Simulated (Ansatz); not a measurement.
## Effort and miss along a sweep of basis.ecutwfc: SrCu₄Ag (Cmmm, 6 atoms in the cell)

```yaml
crystal:
  lattice:
    - [2.51115, -4.94333, 0.00000]
    - [2.51115, 4.94333, 0.00000]
    - [0.00000, 0.00000, 4.17832]
  atoms:
    - { symbol: Sr, position: [0.50000, 0.50000, 0.00000] }
    - { symbol: Cu, position: [0.19213, 0.80787, 0.00000] }
    - { symbol: Cu, position: [0.80787, 0.19213, 0.00000] }
    - { symbol: Cu, position: [0.00000, 0.50000, 0.50000] }
    - { symbol: Cu, position: [0.50000, 0.00000, 0.50000] }
    - { symbol: Ag, position: [0.00000, 0.00000, 0.50000] }
```

Computed with PBEsol, default PAW files made with PBE (plane waves; Ansatz, an electronic-structure program).

Base settings: basis.ecutwfc = 30.9 Ry; kpoints.mp_grid.grid = 4 4 5; hamiltonian.xc = pbesol; hamiltonian.pseudopotentials = {kind: paw} (the program's default PAW files); scf.occupations.method = methfessel_paxton; scf.occupations.width = 0.01 Ry.

Misses are taken against the tightest run, 61.7 Ry, which need not be fully converged itself. The energy is the free energy per atom.

The count of work is k-points × plane waves × bands × iterations; it is no time, and leaves out set-up, grids and terms that scale otherwise. 

Ansatz's pressure holds its estimate of the finite-basis (Pulay) stress, which hides part of the cutoff error; the uncorrected pressure shows it.

The starting cell comes from a database of computed structures (which also holds hypothetical and non-ambient phases and stackings), without a prior relaxation at this level. Spin polarisation is off. In the base run, with a pressure of about -4 GPa the cell is away from its equilibrium volume at this level. Ansatz's pressure includes its estimate of the finite-basis (Pulay) stress.

```
basis.ecutwfc  energy less reference (meV/atom)  pressure less reference (GPa)  largest difference in the force on any atom (eV/Å)  uncorrected pressure less reference (GPa)  count of work / reference
-------------  --------------------------------  -----------------------------  --------------------------------------------------  -----------------------------------------  -------------------------
12.5 Ry                                33978.83                          11.71                                               1.466                                   -1249.07                       0.10
15.4 Ry                                 8552.47                          -0.28                                               0.288                                    -392.89                       0.15
18.4 Ry                                 1878.30                           2.55                                               0.002                                    -112.90                       0.18
21.7 Ry                                  258.26                           0.88                                               0.055                                     -22.25                       0.21
24.6 Ry                                   30.73                           0.13                                               0.015                                      -3.61                       0.28
27.9 Ry                                    3.25                           0.02                                               0.001                                      -0.17                       0.30
30.9 Ry                                    2.07                           0.01                                               0.001                                      -0.04                       0.35
35.6 Ry                                    0.69                           0.00                                               0.000                                      -0.04                       0.48
40.1 Ry                                    0.26                           0.00                                               0.000                                       0.00                       0.52
46.3 Ry                                    0.13                           0.00                                               0.000                                       0.00                       0.65
54 Ry                                      0.03                           0.00                                               0.000                                       0.00                       0.81
61.7 Ry                                    0.00                           0.00                                               0.000                                       0.00                        1.0
```

Coarsest setting among those run that, with all tighter ones, holds the energy within 20 meV/atom of the reference: 27.9 Ry, off by 3.3 meV/atom; it needs 0.30 of the reference's count of work.

Coarsest setting among those run that, with all tighter ones, holds the energy within 0.5 meV/atom of the reference: 40.1 Ry, off by 0.26 meV/atom; its saving against the reference is no more than about a factor of 2 in the count of work.

The step from 18.4 Ry to 40.1 Ry: it takes the miss in the energy from 1900 to 0.26 meV/atom, for 2.9 times the count of work.

Keys are those of Ansatz 0.2.
